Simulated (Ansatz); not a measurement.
## LaAl2Ge2 (space group P-3m1, No. 164)

```yaml
crystal:
  lattice:
    - [4.28810, 0.00000, 0.00000]
    - [-2.14405, 3.71360, 0.00000]
    - [0.00000, 0.00000, 7.06524]
  atoms:
    - { symbol: La, position: [0.00000, 0.00000, 0.00000] }
    - { symbol: Al, position: [0.66667, 0.33333, 0.36439] }
    - { symbol: Al, position: [0.33333, 0.66667, 0.63561] }
    - { symbol: Ge, position: [0.66667, 0.33333, 0.72732] }
    - { symbol: Ge, position: [0.33333, 0.66667, 0.27268] }
```

All numbers come from Kohn–Sham DFT with the r2SCAN functional, run in Ansatz (a program for electronic structure) with PAW and 500 eV plane waves, no spin-orbit coupling. Γ-centred 13×13×7 mesh, Fermi–Dirac width 0.05 eV.

* **Volume per atom**: 22.50 Å³
* **Density**: 4.99 g/cm³
* **Band gap**: zero
* **Total energy**: -3190.812 eV/atom (σ→0; compares only within this code and set-up)

No phonon test of stability was made. The final runs are not spin-polarised. An odd electron count without spin: LaAl2Ge2.
